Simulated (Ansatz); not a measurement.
The reference is MgO in the rock salt structure (space group Fm-3m, No. 225; a = 4.215 Å). Axes: x, y, z lie along the cube axes.

Calculations: PBEsol (Ansatz, a program for electronic structure), without spin-orbit coupling, earlier PAW set.

Perturbation: the cell is compressed by 2.66 % along x with no lateral relaxation, atoms relaxed at fixed cell.

Task: Predict the stress tensor and what it implies for the stiffness.

Result: Stress of the strained cell less that of the base (GPa, compression positive):
```
   9.19    0.00    0.00
   0.00    2.52    0.00
   0.00    0.00    2.52
```

Then −Δσ_ii/ε with ε = -0.0266 gives secant stiffness values (nonlinear terms included at this strain): C11 ≈ 345 GPa, C12 ≈ 95 GPa and C13 ≈ 95 GPa.

As a check, the harmonic strain energy −½ V₀ Δσ:ε is 7.1 meV/atom; the computed energy rise is 6.8 meV/atom.

Stability against distortions was not tested.
